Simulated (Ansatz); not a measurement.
AlBN2 (model structure, started from the BeSiN2 type, I-42d, No. 122, 8 atoms in the cell) was calculated with G0W0@PBEsol (Ansatz, a first-principles code, plane waves, hard PAW, contour deformation).

The cell is the one relaxed with PBEsol. Conventional cell: a = 4.0866 Å, b = 4.0866 Å, c = 7.6199 Å, α = 90.00°, β = 90.00°, γ = 90.00°.

One run with a 8×8×8 mesh, response cutoff 100 eV and 265 empty bands, not extrapolated in mesh or basis; no spin–orbit coupling.

Highest filled and lowest empty level by k point (fractions of the reciprocal vectors of the cell (-2.043 2.043 3.810) (2.043 -2.043 3.810) (2.043 2.043 -3.810) Å; eV from the valence maximum of each method):

```tsv
k	PBEsol filled	PBEsol empty	QP filled	QP empty
0 0 0	0.00	2.69	0.00	4.00
0 0.125 0.125	-0.37	4.26	-0.42	5.68
0 0.25 0.125	-0.66	5.51	-0.77	7.02
0.125 0.125 0.25	-0.68	6.10	(withheld)	(withheld)
0.125 0.125 0.375	-0.87	6.65	-0.99	8.22
0.25 -0.25 0.25	-0.58	5.46	-0.68	6.98
0.25 -0.25 -0.5	-0.93	5.41	-1.07	6.88
0.375 -0.375 -0.5	-1.05	4.27	(withheld)	(withheld)
```

Question: Estimate the withheld levels to about 0.1 eV.

Answer: 
- 0.125 0.125 0.25, QP filled: -0.78
- 0.125 0.125 0.25, QP empty: 7.61
- 0.375 -0.375 -0.5, QP filled: -1.21
- 0.375 -0.375 -0.5, QP empty: 5.64

Note: the relaxation could raise the start's symmetry but not lower it, so the cell can be a saddle point.

A model structure was made by putting elements into a prototype or built by hand; it is no filed structure, need not be a known phase, and can be a saddle point held by its symmetry.
